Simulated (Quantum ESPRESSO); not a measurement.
Worked example: self-consistent single point of Tc3Ir (P6_3/mmc, 8 atoms in the cell) in Quantum ESPRESSO.

Method of the run: LDA (PZ), GBRV 1.5 ultrasoft (LDA) pseudopotentials (plane waves; Quantum ESPRESSO).

```yaml
crystal:
  lattice:
    - [5.49573, 0.00000, 0.00000]
    - [-2.74787, 4.75944, 0.00000]
    - [0.00000, 0.00000, 4.34201]
  atoms:
    - { symbol: Tc, position: [0.83969, 0.16031, 0.75000] }
    - { symbol: Tc, position: [0.16031, 0.83969, 0.25000] }
    - { symbol: Tc, position: [0.67938, 0.83969, 0.25000] }
    - { symbol: Tc, position: [0.32062, 0.16031, 0.75000] }
    - { symbol: Tc, position: [0.83969, 0.67938, 0.75000] }
    - { symbol: Tc, position: [0.16031, 0.32062, 0.25000] }
    - { symbol: Ir, position: [0.66667, 0.33333, 0.25000] }
    - { symbol: Ir, position: [0.33333, 0.66667, 0.75000] }
```

Reference input (self-consistent single point, DFT, PBEsol, plane waves, GBRV 1.5 ultrasoft (PBESOL) pseudopotentials): ecutwfc = 40 Ry; ecutrho = 320 Ry; occupations = smearing; smearing = fermi-dirac; degauss = 0.0036749 Ry; potentials = {Tc: tc_pbesol_v1.uspp.F.UPF, Ir: ir_pbesol_v1.2.uspp.F.UPF}; K_POINTS = automatic 5 5 5 0 0 0; conv_thr = 1e-10 Ry. This run's input differs from it in these lines:

```diff
@@ -23,4 +23,4 @@
 ATOMIC_SPECIES
-Tc    97.9072  tc_pbesol_v1.uspp.F.UPF
-Ir   192.2170  ir_pbesol_v1.2.uspp.F.UPF
+Tc    97.9072  tc_lda_v1.uspp.F.UPF
+Ir   192.2170  ir_lda_v1.2.uspp.F.UPF
 ATOMIC_POSITIONS crystal
```

Log, with long lists cut:

```
     Self-consistent Calculation

     iteration #  1     ecut=    40.00 Ry     beta= 0.70

---- Real-time Memory Report at c_bands before calling an iterative solver
           347 MiB given to the printing process from OS
           112 MiB allocation reported by mallinfo(arena+hblkhd)
------------------

     negative rho (up, down):  1.237E+00 0.000E+00

     total energy              =   -1403.75900499 Ry
     estimated scf accuracy    <      13.00963931 Ry

     iteration #  2     ecut=    40.00 Ry     beta= 0.70

---- Real-time Memory Report at c_bands before calling an iterative solver
   [... lines left out ...]
           436 MiB given to the printing process from OS
           143 MiB allocation reported by mallinfo(arena+hblkhd)
------------------

     negative rho (up, down):  1.357E+00 0.000E+00

     total energy              =   -1410.30982559 Ry
     estimated scf accuracy    <          1.8E-10 Ry

     iteration # 15     ecut=    40.00 Ry     beta= 0.70

---- Real-time Memory Report at c_bands before calling an iterative solver
           437 MiB given to the printing process from OS
           143 MiB allocation reported by mallinfo(arena+hblkhd)
------------------

     negative rho (up, down):  1.357E+00 0.000E+00
     End of self-consistent calculation

     the Fermi energy is    22.9656 ev

!    total energy              =   -1410.30982559 Ry
     estimated scf accuracy    <          7.7E-12 Ry
     smearing contrib. (-TS)   =      -0.00373995 Ry
     internal energy E=F+TS    =   -1410.30608564 Ry

     convergence has been achieved in  15 iterations

     negative rho (up, down):  1.357E+00 0.000E+00

     Forces acting on atoms (cartesian axes, Ry/au):

     atom    1 type  1   force =    -0.00394567    0.00227803    0.00000000
     atom    2 type  1   force =     0.00394567   -0.00227803    0.00000000
     atom    3 type  1   force =    -0.00394567   -0.00227803   -0.00000000
     atom    4 type  1   force =     0.00394567    0.00227803    0.00000000
     atom    5 type  1   force =     0.00000000   -0.00455607   -0.00000000
   [... lines left out ...]
     Total force =     0.011160     Total SCF correction =     0.000023
   [... lines left out ...]

     negative rho (up, down):  1.357E+00 0.000E+00
          total   stress  (Ry/bohr**3)                   (kbar)     P=     -113.80
  -0.00074018   0.00000000   0.00000000         -108.88        0.00        0.00
   0.00000000  -0.00074018  -0.00000000            0.00     -108.88       -0.00
   0.00000000   0.00000000  -0.00084036            0.00        0.00     -123.62

   JOB DONE.
```

The run converged in 15 iterations. Against the reference run the pressure goes from -6.19 to -11.38 GPa and the largest force goes from 0.166 to 0.117 eV/Å.

The starting cell comes from a database of computed structures (which also holds hypothetical and non-ambient phases and stackings), without a prior relaxation at this level. Spin polarisation is off. With a pressure of about -11 GPa the cell is away from its equilibrium volume at this level.

Cost on one core of a shared machine: roughly 2 min.
